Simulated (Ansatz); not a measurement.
Gd in the hcp (Mg type) structure (space group P6_3/mmc, No. 194; ferromagnetic)

Space group P6₃/mmc (No. 194); a = b = 3.6392 Å, c = 5.9092 Å, α = β = 90.00°, γ = 120.00°

| atom | site | symmetry | x | y | z |
|---|---|---|---|---|---|
| Gd | 2d | -6m2 | 0.6667 | 0.3333 | 0.2500 |

The values are results of DFT with r2SCAN, PAW potentials and a 500 eV plane-wave cutoff in Ansatz (a first-principles code), no SOC, not measurements. Γ-centred 15×15×8 mesh, Fermi–Dirac width 0.05 eV.

| Property | Value |
|---|---|
| Volume per atom | 33.89 Å³ |
| Density | 7.71 g/cm³ |
| Band gap | zero |
| Magnetic state | ferromagnetic |
| Total energy | -9346.237 eV/atom (σ→0; compares only within this code and set-up) |

Other magnetic orders, which the real material may have, were not ruled out. The state of the 4f shell was not checked for lower solutions. Whether these cells are dynamically stable was not tested.
